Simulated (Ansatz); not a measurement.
# Element substitutions in CaO

Consider CaO in the rock salt structure (space group Fm-3m, No. 225; a = 4.767 Å).

Each row replaces one element on all its sites; cell and atoms are relaxed.

Levels (all Ansatz, a program for electronic structure, PAW): PBEsol (420 eV, no spin-orbit coupling); HSE06 (420 eV, spin-orbit coupling left out).

Band gaps by level, all at the geometries relaxed with PBEsol:

| case | PBEsol | HSE06 |
|---|---|---|
| base | 3.54 eV | 5.31 eV |
| O → S | 2.16 eV | … |
| Ca → Sr | 3.20 eV | … |

What belongs in the blanks?


- O → S, HSE06: 3.33 eV
- Ca → Sr, HSE06: 4.79 eV

Single points use the geometry relaxed with PBEsol. The hybrid gap comes from the SCF mesh plus the semilocal run's edge points and a few special points and is an upper bound. Stability against distortions was not tested.
